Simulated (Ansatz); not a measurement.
Seebeck coefficient (μV/K, mean over directions) of n-type BP (F-43m) against carrier density, PBEsol, rigid bands (Ansatz, an electronic-structure program). Computed gap 1.11 eV; densities at which minority carriers matter at this gap, or further valleys turn the trend, are left out. Conductivity mass 0.33 mₑ (harmonic mean over directions), N_c = 4.1e19 cm⁻³ at 300 K.

```tsv
electron density	300 K	500 K
1e16 cm⁻³	-929	___
1e17 cm⁻³	-730	-797
1e18 cm⁻³	-532	-599
3e18 cm⁻³	-438	___
1e19 cm⁻³	-336	-401
3e19 cm⁻³	-245	-308
1e20 cm⁻³	-154	-211
3e20 cm⁻³	-86	___
1e21 cm⁻³	-41	-69
```

Question: Some entries are withheld; supply them.

Answer: 
- 1e16 cm⁻³, 500 K: -995
- 3e18 cm⁻³, 500 K: -504
- 3e20 cm⁻³, 500 K: -131

Rigid bands with a gap fixed in temperature, one relaxation time for all states, no polarons or phonon drag, and whether or not such doping can be reached. Spin-orbit coupling is left out.
